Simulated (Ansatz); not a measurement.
Input and output of a relaxation of cell and atoms for NaAu₂ (Fd-3m, 6 atoms in the cell) (Ansatz, a program for electronic structure).

Level of theory: PBEsol, default PAW files made with PBE (plane waves; Ansatz).

The change in words: atoms on their sites; basis.ecutwfc: 30.9 Ry → 15.4 Ry; relax: default → cell and atoms. Reference geometry:
```
CELL_PARAMETERS angstrom
      0.00000     3.93288     3.93288
      3.93288     0.00000     3.93288
      3.93288     3.93288     0.00000
ATOMIC_POSITIONS crystal
  Na 0.75367 0.75367 0.75367
  Na 0.50000 0.50000 0.50000
  Au 0.12500 0.62500 0.12500
  Au 0.12500 0.12500 0.12500
  Au 0.62500 0.12500 0.12500
  Au 0.12500 0.12500 0.62500
```

Reference input (self-consistent single point, DFT, PBEsol, plane waves, default PAW files made with PBE): basis.ecutwfc = 30.9 Ry; kpoints.mp_grid.grid = 5 5 5; hamiltonian.xc = pbesol; hamiltonian.pseudopotentials = {kind: paw} (the program's default PAW files); scf.occupations.method = fermi_dirac; scf.occupations.width = 0.0073 Ry. This run's input differs from it in these lines:

Ansatz 0.2 input:
```diff
@@ -7,3 +7,3 @@
   atoms:
-    - { symbol: Na, position: [0.75367000, 0.75367000, 0.75367000] }
+    - { symbol: Na, position: [0.75000000, 0.75000000, 0.75000000] }
     - { symbol: Na, position: [0.50000000, 0.50000000, 0.50000000] }
@@ -14,3 +14,3 @@
 basis:
-  ecutwfc: 30.9 Ry
+  ecutwfc: 15.4 Ry
 kpoints:
@@ -22,2 +22,4 @@
   occupations: { method: fermi_dirac, width: 0.0073 Ry }
+relax:
+  cell: {}
 output:
```

Output, abridged:

```
   [... SCF lines of the steps left out ...]
relax step   1: F+E_penalty+E_count = -54950.71559660 eV  Δ(F+E_penalty+E_count) = +0.000e0 eV  max|allowed force component| = 1.195e-17 eV/Å  Δτ_max = 0.0000 Å  P = -2.082 GPa  Ω = 121.664 Å³  (9 SCF iters, dr2 threshold 1.00e-7 eV, accepted)
relax step   2: F+E_penalty+E_count = -54956.89132778 eV  Δ(F+E_penalty+E_count) = -6.176e0 eV  max|allowed force component| = 4.915e-18 eV/Å  Δτ_max = 0.0000 Å  P = +37.361 GPa  Ω = 116.761 Å³  energy of the carried Pulay correction = +6.714e0 eV  [...]
   [... lines left out ...]
relax step 120: F+E_penalty+E_count = -54951.31731158 eV  Δ(F+E_penalty+E_count) = -2.927e-2 eV  max|allowed force component| = 2.159e-17 eV/Å  Δτ_max = 0.0000 Å  P = +0.000 GPa  Ω = 117.298 Å³  energy of the carried Pulay correction = +2.926e-2 eV  [...]
relax step 121: F+E_penalty+E_count = -54951.31731158 eV  Δ(F+E_penalty+E_count) = +1.455e-11 eV  max|allowed force component| = 2.544e-17 eV/Å  Δτ_max = 0.0000 Å  P = -0.193 GPa  Ω = 117.298 Å³  stress off target by 1.93e-1 GPa  SCF on the basis [...]
basis re-selected at this cell: Δ(F+E_penalty+E_count) = +1.455e-11 eV, ΔP = -0.193 GPa vs the last step
   [... lines left out ...]
Free energy (F): -54951.317312 eV
Fermi energy:    13.542627 eV
Error: variable-cell relaxation did not converge after 121 `relax_step` rows, as none of its last 54 fresh-basis SCF(s) at a relaxed cell met both thresholds with a finite energy. The last misses `relax.cell.stress_tol`: largest allowed force component 2.54e-17 eV/Å (`relax.f_tol` 1.00e-2 eV/Å), stress off the target on the free part of the cell 1.93e-1 GPa (`relax.cell.stress_tol` 5.00e-2 GPa), F+E_penalty+E_count -54951.31731158 eV. The closest is row 35, whose structure comes with this error. Larger ratio of force or stress to its threshold at each such SCF whose figures are numbers: 41.699, 43.820, 36.418, 34.514, 29.940, 22.437, 13.285, 6.182, 6.704, 6.882, 7.063, 7.246, [...]
   [... lines left out ...]
to start a new deck from the relaxed geometry:
  cell:  # Å, volume = 118.3170 Å³
    - [2.6026601972262473e-32, 3.8964790354955476, 3.8964790354955476]
    - [3.8964790354955476, 4.31514425581055e-33, 3.8964790354955476]
    - [3.8964790354955476, 3.8964790354955476, 1.2358267559472155e-32]
  atoms:
    - { symbol: Na, position: [0.75, 0.75, 0.75] }
    - { symbol: Na, position: [0.5, 0.5, 0.5] }
    - { symbol: Au, position: [0.125, 0.625, 0.125] }
    - { symbol: Au, position: [0.125, 0.125, 0.125] }
    - { symbol: Au, position: [0.625, 0.125, 0.125] }
    - { symbol: Au, position: [0.125, 0.125, 0.625] }
```

The relaxation ended unconverged. 

The starting cell comes from a database of computed structures (which also holds hypothetical and non-ambient phases and stackings), without a prior relaxation at this level. Its lattice was rescaled by up to half a per cent. The cutoff lies below the one recommended for these files.

Cost on one core of a shared machine: roughly 3 min.
